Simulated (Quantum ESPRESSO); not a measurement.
A working Quantum ESPRESSO input for ZrTi₂Ga₄ (I4/mmm, 7 atoms in the cell) (DFT, PBEsol, plane waves, GBRV 1.5 ultrasoft (PBESOL) pseudopotentials):

```fortran
&control
   calculation = 'scf'
   prefix = 'pwscf'
   outdir = './out'
   pseudo_dir = './'
   verbosity = 'high'
   tprnfor = .true.
   tstress = .true.
/
&system
   ibrav = 7
   A = 6.50775000
   C = 5.42950200
   nat = 7
   ntyp = 3
   ecutwfc = 50
   ecutrho = 400
   occupations = 'smearing'
   smearing = 'marzari-vanderbilt'
   degauss = 0.0073499
/
&electrons
   conv_thr = 1.0e-11
   mixing_beta = 0.3
/
ATOMIC_SPECIES
Zr    91.2240  zr_pbesol_v1.uspp.F.UPF
Ti    47.8670  ti_pbesol_v1.4.uspp.F.UPF
Ga    69.7230  ga_pbesol_v1.4.uspp.F.UPF
ATOMIC_POSITIONS alat
Zr    0.00000000    0.00000000    0.00000000
Ti   -0.50000000    0.00000000    0.20857831
Ti    0.00000000    0.50000000    0.20857831
Ga   -0.30470000    0.30470000    0.00000000
Ga   -0.19530000    0.19530000    0.41715662
Ga    0.19530000    0.19530000    0.41715662
Ga   -0.19530000   -0.19530000    0.41715662
K_POINTS automatic
4 4 4  1 1 1
```

The run converged in 21 iterations: free energy E − TS -27180.0713 eV; Fermi level (on the code's own zero) 14.26 eV; pressure -1.79 GPa; largest force (vector length) 0.092 eV/Å. Each of these slips is then made, one at a time:

(1)
```diff
-   ecutwfc = 50
+   ecutwfc = 50.0
-Ga   -0.19530000   -0.19530000    0.41715662
+Ga   -0,19530000   -0,19530000    0,41715662
```

(2)
```diff
-Ga    69.7230  ga_pbesol_v1.4.uspp.F.UPF
+Ga    69.7230  ga_pbe_v1.4.uspp.F.UPF
```

### Question
Predict the outcome of each change.

### Answer

(1) Decimal commas. The program stopped before any SCF iteration.
```
Error in routine card_atomic_positions (1):
Error while parsing atomic position card.
```

(2) Potentials made for another functional. The program stopped before any SCF iteration.
```
Error in routine set_dft_from_name (4):
conflicting values for igcx
```

The starting cell comes from a database of computed structures (which also holds hypothetical and non-ambient phases and stackings), without a prior relaxation at this level. Its lattice was rescaled by a random factor within 2.5 % of one. Spin polarisation is off.

Left out of this page: 4 runs of the series outside the window shown, repeating another row's setting, or not comparable.
